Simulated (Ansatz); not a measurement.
Electronic density of states of amorphous Si24O49K2, density 2.21 g/cm³, on a 2×2×2 Γ-centred mesh with a Gaussian width of 0.1 eV; energies count from the Fermi level, whose place inside the gap is arbitrary. Cell and mesh are small, so fine structure isn't converged. These are PBE, scalar-relativistic without spin-orbit coupling (plane waves to 420 eV, PAW; Ansatz, an electronic-structure program) values and carry that method's errors. Sampling: a 2×2×2 Γ-centred mesh; Fermi-Dirac width 0.02 eV; no spin polarisation. At PBE the levels at the filled edge of the gap are localised (band-tail or defect states), and the nearest spread-out levels lie 5.0 eV apart at the zone centre.

Preparation: random packing, a CHGNet melt and quench, and a DFT relaxation. O atoms were pushed apart under 1.9 Å during the dynamics, to hinder bonds among them. The hot cell started wider than the set density and was brought back towards it in steps. It is the lowest in DFT energy of 2 quenches. It is a model cell: composition and starting density were chosen by hand, and all elements were melted together. No dispersion term was used. Its density started from a set value of 2.21 and ended at 2.21 g/cm³. The simulated quench (nominally 480 K/ps over its main leg) is rapid and tends to freeze in more defects than a deposited or slowly cooled glass has. Values belong to this one cell and scatter from quench to quench. The volume was held where the preparation left it and the shape relaxed, at a PBE pressure of -1.9 GPa (tension). Stress components on the final sampling reach 1.9 GPa.

(E - EF (eV), states/(eV atom)): (-12.00, 0.24); (-11.90, 0.23); (-11.80, 0.20); (-11.70, 0.20); (-11.60, 0.21); (-11.50, 0.19); (-11.40, 0.15); (-11.30, 0.15); (-11.20, 0.17); (-11.10, 0.18); (-11.00, 0.16); (-10.90, 0.18); (-10.80, 0.19); (-10.70, 0.18); (-10.60, 0.17); (-10.50, 0.16); (-10.40, 0.14); (-10.30, 0.13); (-10.20, 0.15); (-10.10, 0.19); (-10.00, 0.20); (-9.90, 0.26); (-9.80, 0.30); (-9.70, 0.24); (-9.60, 0.25); (-9.50, 0.36); (-9.40, 0.37); (-9.30, 0.40); (-9.20, 0.48); (-9.10, 0.50); (-9.00, 0.53); (-8.90, 0.57); (-8.80, 0.56); (-8.70, 0.49); (-8.60, 0.38); (-8.50, 0.43); (-8.40, 0.49); (-8.30, 0.45); (-8.20, 0.31); (-8.10, 0.29); (-8.00, 0.28); (-7.90, 0.24); (-7.80, 0.13); (-7.70, 0.08); (-7.60, 0.21); (-7.50, 0.35); (-7.40, 0.32); (-7.30, 0.22); (-7.20, 0.30); (-7.10, 0.36); (-7.00, 0.38); (-6.90, 0.45); (-6.80, 0.52); (-6.70, 0.50); (-6.60, 0.55); (-6.50, 0.63); (-6.40, 0.66); (-6.30, 0.69); (-6.20, 0.81); (-6.10, 0.83); (-6.00, 0.74); (-5.90, 0.73); (-5.80, 0.73); (-5.70, 0.76); (-5.60, 0.73); (-5.50, 0.72); (-5.40, 0.83); (-5.30, 0.87); (-5.20, 0.87); (-5.10, 0.88); (-5.00, 0.89); (-4.90, 0.87); (-4.80, 0.79); (-4.70, 0.72); (-4.60, 0.72); (-4.50, 0.80); (-4.40, 0.82); (-4.30, 0.78); (-4.20, 0.70); (-4.10, 0.59); (-4.00, 0.52); (-3.90, 0.33); (-3.80, 0.18); (-3.70, 0.10); (-3.60, 0.02); (-3.50, 0.00); (-3.40, 0.00); (-3.30, 0.00); (-3.20, 0.00); (-3.10, 0.00); (-3.00, 0.00); (-2.90, 0.02); (-2.80, 0.12); (-2.70, 0.18); (-2.60, 0.18); (-2.50, 0.17); (-2.40, 0.11); (-2.30, 0.02); (-2.20, 0.00); (-2.10, 0.00); (-2.00, 0.00); (-1.90, 0.00); (-1.80, 0.00); (-1.70, 0.00); (-1.60, 0.00); (-1.50, 0.00); (-1.40, 0.00); (-1.30, 0.05); (-1.20, 0.23); (-1.10, 0.21); (-1.00, 0.04); (-0.90, 0.00); (-0.80, 0.00); (-0.70, 0.00); (-0.60, 0.00); (-0.50, 0.00); (-0.40, 0.00); (-0.30, 0.00); (-0.20, 0.00); (-0.10, 0.00); (0.00, 0.00); (0.10, 0.00); (0.20, 0.00); (0.30, 0.00); (0.40, 0.00); (0.50, 0.00); (0.60, 0.00); (0.70, 0.00); (0.80, 0.00); (0.90, 0.00); (1.00, 0.01); (1.10, 0.02); (1.20, 0.01); (1.30, 0.00); (1.40, 0.01); (1.50, 0.04); (1.60, 0.05); (1.70, 0.05); (1.80, 0.06); (1.90, 0.07); (2.00, 0.08); (2.10, 0.07); (2.20, 0.07); (2.30, 0.09); (2.40, 0.05); (2.50, 0.07); (2.60, 0.11); (2.70, 0.12); (2.80, 0.12); (2.90, 0.12); (3.00, 0.13); (3.10, 0.14); (3.20, 0.14); (3.30, 0.15); (3.40, 0.21); (3.50, 0.27); (3.60, 0.27); (3.70, 0.24); (3.80, 0.27); (3.90, 0.31); (4.00, 0.29); (4.10, 0.27); (4.20, 0.27); (4.30, 0.31); (4.40, 0.39); (4.50, 0.40); (4.60, 0.44); (4.70, 0.44); (4.80, 0.44); (4.90, 0.51); (5.00, 0.58)

The level gap on this mesh is 2.23 eV; the broadening fills part of it in the curve.
